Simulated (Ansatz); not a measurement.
## GaSb: pressure 4.5 GPa

Take GaSb in the zinc blende structure (space group F-43m, No. 216; a = 6.2134 Å) as the base.

Modification: cell and atoms relaxed at a pressure of 4.5 GPa.

All numbers come from DFT with PBE, PAW potentials and a 420 eV plane-wave cutoff in Ansatz (an electronic-structure program), no spin-orbit coupling. Γ-centred 13×13×13 mesh, Fermi–Dirac width 0.05 eV.

| quantity | base | changed | shift |
|---|---|---|---|
| volume per atom | 29.99 Å³ | 27.61 Å³ | -2.375 Å³ |
| density | 5.30 g/cm³ | 5.76 g/cm³ | +0.46 g/cm³ |
| lattice parameter a | 6.213 Å | 6.045 Å | -0.1686 Å |
| shortest interatomic distance | 2.690 Å | 2.618 Å | -0.0730 Å |
| band gap | zero | 0.29 eV | – |
| valley order (the lowest conduction-band minima on the path, energy above the VBM, named in the base's zone) | – | Γ 0.29 eV; L along ⟨111⟩ 0.48 eV; a point along ⟨100⟩, about 0.9 Å⁻¹ from Γ 0.83 eV | – |

Final structure:

```
GaSb
1.0
    0.00000     3.02243     3.02243
    3.02243     0.00000     3.02243
    3.02243     3.02243     0.00000
Ga Sb
1 1
Direct
  0.00000   0.00000   0.00000
  0.25000   0.25000   0.25000
```

Spin-orbit coupling, missing from the scalar runs, can matter with Sb. Load acts through the strain it causes; cell and atoms are relaxed under it. Stability against distortions was not tested. Tetrahedral semiconductors of this kind turn to denser phases somewhere between about 1 and 50 GPa; those were not computed, so compressed cells here can lie past the real transition. The final runs are not spin-polarised. A zero or small gap of GaSb can be the functional's error rather than a property of the material.
